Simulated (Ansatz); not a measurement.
## Input and output of a self-consistent single point for MgAl2Ge2 (P3m1, 5 atoms in the cell) (Ansatz)

Computed with PBEsol, default PAW files made with PBE (plane waves; Ansatz, a program for electronic structure).

Input:

Ansatz 0.2 input:
```yaml
# Mg(AlGe)2
crystal:
  lattice:
    - [4.105841, 0.000000, 0.000000]
    - [-2.052920, 3.555762, 0.000000]
    - [0.000000, 0.000000, 6.774382]
  atoms:
    - { symbol: Mg, position: [0.000000, 0.000000, 0.007381] }
    - { symbol: Al, position: [0.666667, 0.333333, 0.367590] }
    - { symbol: Al, position: [0.333333, 0.666667, 0.632410] }
    - { symbol: Ge, position: [0.666667, 0.333333, 0.756950] }
    - { symbol: Ge, position: [0.333333, 0.666667, 0.243050] }
basis:
  ecutwfc: 420.0
kpoints:
  mp_grid: { grid: [8, 8, 4] }
hamiltonian:
  xc: pbesol
  pseudopotentials: { kind: paw }
scf:
  occupations: { method: fermi_dirac, width: 0.1 }
output:
  forces: true
  eigenvalues: true
  stress: true
```

Output, abridged:

```
WARN the atoms were moved onto the symmetric positions of the space group found under crystal.symmetry.tolerance 1.0e-5 (fractional …
WARN ansatz: RAYON_NUM_THREADS=1 ignored (pool sized by the plan → 1); use --threads N
Pseudopotentials: kind: paw
Pseudopotential: Mg, paw, valence charge 10
Pseudopotential: Al, paw, valence charge 3
Pseudopotential: Ge, paw, valence charge 14
Crystal: 5 atoms, lattice volume = 98.902 Å³
Basis set: ecut = 420 eV, 1919 PW (Γ), exchange–correlation on 60×60×96 points (8 copies of the dense FFT grid, shifted against one another)
Bands: 27, of which v1, the nominal top of the filled ones, is band 22 counted from 1 (21 counted from 0)
Symmetry: 6 space group operations
Space group: P3m1 (ITA 156), of the structure as read, at distance tolerance 4.6e-5 Å
k-points: 35 of 256 (time reversal used)
PAW frozen core: Mg, regenerated for the run's functional, and the local potential with it
PAW frozen core: Al, regenerated for the run's functional, and the local potential with it
PAW frozen core: Ge, regenerated for the run's functional, and the local potential with it
Initial density: superposition of atomic densities (neutral atoms: chi_scale 0, normalization atom), corrected by the library's trained network
Initial wavefunctions: pseudopotential atomic-orbital guess
Eigensolver: davidson
Functional: x = pbesol(κ = 0.804, μ = 0.12345679012345678), c = pbesol(β = 0.046)
SCF iter   1: F=—  HF=-11468.645007 eV  |F-HF|=—  |Δ(HF+E_count)|=         —  Δρ=2.80e-3  dr2=9.29e-3  ethr=1.77e-3  ⟨swp⟩=6.1  Hψ=4147  notcnv=0
all-band conjugate gradients solve this SCF's bands
preconditioner: auto → Kerker (q_TF=auto, 2.384 Å⁻¹)
SCF iter   2: F=—  HF=-11468.642191 eV  |F-HF|=—  |Δ(HF+E_count)|=   2.82e-3  Δρ=1.76e-3  dr2=4.12e-3  ethr=2.11e-5  ⟨swp⟩=2.1  Hψ=1585  notcnv=0
SCF iter   3: F=—  HF=-11468.641506 eV  |F-HF|=—  |Δ(HF+E_count)|=   6.85e-4  Δρ=4.83e-4  dr2=3.59e-4  ethr=9.37e-6  ⟨swp⟩=2.3  Hψ=1488  notcnv=0
SCF iter   4: F=—  HF=-11468.641422 eV  |F-HF|=—  |Δ(HF+E_count)|=   8.44e-5  Δρ=2.26e-4  dr2=5.57e-5  ethr=8.15e-7  ⟨swp⟩=2.0  Hψ=1574  notcnv=0
SCF iter   5: F=—  HF=-11468.641411 eV  |F-HF|=—  |Δ(HF+E_count)|=   1.04e-5  Δρ=7.20e-5  dr2=9.79e-6  ethr=1.27e-7  ⟨swp⟩=2.6  Hψ=1836  notcnv=0
SCF iter   6: F=—  HF=-11468.641411 eV  |F-HF|=—  |Δ(HF+E_count)|=   8.04e-7  Δρ=4.19e-5  dr2=2.62e-6  ethr=2.22e-8  ⟨swp⟩=2.0  Hψ=1685  notcnv=0
SCF iter   7: F=—  HF=-11468.641410 eV  |F-HF|=—  |Δ(HF+E_count)|=   5.08e-7  Δρ=1.27e-5  dr2=5.85e-7  ethr=5.96e-9  ⟨swp⟩=2.0  Hψ=1702  notcnv=0
SCF iter   8: F=—  HF=-11468.641410 eV  |F-HF|=—  |Δ(HF+E_count)|=   4.06e-8  Δρ=1.03e-5  dr2=1.38e-7  ethr=1.33e-9  ⟨swp⟩=2.0  Hψ=1573  notcnv=0
SCF iter   9: F=-11468.641410 eV  HF=-11468.641410 eV  |F-HF|=1.49e-8  |Δ(HF+E_count)|=   5.84e-8  Δρ=3.29e-6  dr2=1.87e-8  ethr=2.27e-10  ⟨swp⟩=4.1  Hψ=3276  notcnv=0
SCF 1 converged in 9 iterations: F = -11468.641410 eV  dr2 = 1.87e-8
SCF converged after 9 iterations
Free energy (F): -11468.641410 eV
Harris-Foulkes:  -11468.641410 eV  (|F-HF|=1.49e-8)
Internal energy: -11468.607612 eV  (E = F + TS)
E sigma→0 (E₀):  -11468.624511 eV
Entropy (-TS):   -0.033798 eV (-6.760 meV/atom)
Fermi energy:    7.899120 eV
--- Per-component energies (eV) ---
  E_band       = -624.991487
  E_kinetic    = 345.665810
  E_local      = -6906.376805  (includes V_loc(G=0)·N_el)
  E_nonlocal   = 956.666380
  E_hartree    = 2933.083565
  E_xc         = -257.964107
  E_vxc        = -225.733701  (∫ρ·V_xc dr)
  E_paw        = -5148.998556  (= ΣΔE_a)
  E_vpaw       = -661.388777  (= ΣTr[D̂ρ^β])
  E_aug_tail   = 0.000556  (compensation charges beyond the density's cutoff)
  E_ewald      = -3392.617467
  E_core_change = 1.933013  (= ΣΔE_core)
  E_smearing   = -0.033798  (= −TS)
  E_closure    = 0.000000  (closes the sum)
  Σ components = -11468.641410   (vs F -11468.641410, Δ=0.00e0)
--- Forces (eV/Å), atoms counted from 1 ---
  atom   1  Mg    -0.00000000     0.00000000    -0.15030132
  atom   2  Al     0.00000000     0.00000000     0.08536395
  atom   3  Al    -0.00000000    -0.00000000     0.03985437
  atom   4  Ge     0.00000000     0.00000000     0.20676979
  atom   5  Ge    -0.00000000    -0.00000000    -0.18169031
  max |Σ_I F_I| component: 3.51e-6 eV/Å
--- Stress (GPa, compression-positive) ---
       -0.296671       0.000000      -0.000000
        0.000000      -0.296671       0.000000
       -0.000000       0.000000      -0.744740
  P = ⅓ Tr σ = -0.4460 GPa (-4.460 kbar)
  The stress holds the Pulay correction. Without it, at fixed plane waves, as pw.x and ABINIT print it: P = -0.4731 GPa
--- Band table (eV; the first three rows and the last of 35) ---
  k-point 0: bands = ["-68.4568", "-35.4024", "-35.3951", "-35.3951", "-16.2787", "-16.2787", "-16.2783", "-16.2532", "-16.2532", "-16.2235", "-16.2205", "-16.2205", "-16.1955", "-16.1955", "-3.6297", "-1.6195", "1.6236", "6.6629", "6.6629", [...]
  k-point 1: bands = ["-68.4568", "-35.4024", "-35.3951", "-35.3951", "-16.2787", "-16.2787", "-16.2783", "-16.2532", "-16.2532", "-16.2235", "-16.2205", "-16.2205", "-16.1955", "-16.1955", "-3.4898", "-2.0280", "2.4119", "6.4798", "6.7595", [...]
  k-point 2: bands = ["-68.4568", "-35.4024", "-35.3951", "-35.3951", "-16.2787", "-16.2787", "-16.2783", "-16.2532", "-16.2532", "-16.2235", "-16.2205", "-16.2205", "-16.1955", "-16.1955", "-3.2682", "-2.4588", "3.7860", "4.7039", "6.8891", [...]
  k-point 34: bands = ["-68.4568", "-35.4022", "-35.3960", "-35.3957", "-16.2797", "-16.2779", "-16.2749", "-16.2526", "-16.2510", "-16.2217", "-16.2201", "-16.2198", "-16.1947", "-16.1931", "-1.2167", "-0.9455", "1.8191", "2.0228", "3.4910", [...]
```

The run converged in 9 iterations.

The starting cell comes from a database of computed structures (which also holds hypothetical and non-ambient phases and stackings), without a prior relaxation at this level. Its lattice was rescaled by up to half a per cent. One atom was moved a little off its site on purpose. Ansatz's pressure includes its estimate of the finite-basis (Pulay) stress.
